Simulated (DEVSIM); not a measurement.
Device: Cr/SiO2/p-Ge capacitor, at 300 K.

Layer 1 from the left is SiO2, thickness (nm) 1.20. Layer 2 from the left is Ge, thickness (nm) 1900, Na (cm⁻³) 9.9e16.

Metal gate on the left, work function 4.5 eV. Fixed charge at the semiconductor interface 0 cm⁻² (in units of +e); interface traps 1e12 cm⁻² eV⁻¹, uniform in energy, neutral level at 0.5 of the gap above the valence band.

The device is made up for the run: typed textbook-type constants, with dimensions and the other settings drawn at random. Values at 300 K.

SiO2: gap (eV) 9, affinity (eV) 0.9, permittivity 3.9. Ge: gap (eV) 0.664, affinity (eV) 4, permittivity 16, Nc (cm⁻³) 1.04e19, Nv (cm⁻³) 6e18.

DEVSIM, 1D Poisson equation in equilibrium, Boltzmann statistics, complete ionisation; no quantum confinement or tunnelling. Metal contacts follow the ideal Schottky-Mott rule: no Fermi-level pinning, no interface dipoles.

Problem. What does the simulation give for the threshold voltage (band bending 2φF), the minimum of the low-frequency capacitance, the flat-band voltage?

Solution. threshold voltage (band bending 2φF) 0.44 V; minimum of the low-frequency capacitance 0.314 μF/cm²; flat-band voltage -0.07 V.
